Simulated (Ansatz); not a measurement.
The reference is ZnS in the zinc blende structure (space group F-43m, No. 216; a = 5.3904 Å).

Perturbation: an isotropic linear strain of +1.88 %; the atoms relax in the strained cell.

Levels (all Ansatz, a quantum-chemistry and plane-wave program, PAW, earlier PAW set): r2SCAN (500 eV, no spin-orbit coupling); HSE06 (420 eV, spin-orbit coupling left out); HSE06+SOC (420 eV, noncollinear with spin-orbit coupling).

One geometry, relaxed with r2SCAN, under each level:

The valence-band top lists the three highest levels at Γ (Kramers pairs under SOC), from the VBM.

| level | band gap | lowest conduction level above the VBM at special points | valence-band top at Γ |
|---|---|---|---|
| r2SCAN | 2.44 eV | Γ 2.44 eV; L 3.70 eV; X 3.83 eV | 0.00, 0.00, 0.00 eV |
| HSE06 | 3.10 eV | Γ 3.10 eV; L 4.44 eV; X 4.48 eV | – |
| HSE06+SOC | 3.08 eV | Γ 3.08 eV; L 4.42 eV; X 4.46 eV | 0.00, 0.00, -0.08 eV |

Single points use the geometry relaxed with r2SCAN. The spin-orbit shifts are approximate. Stability against distortions was not tested.
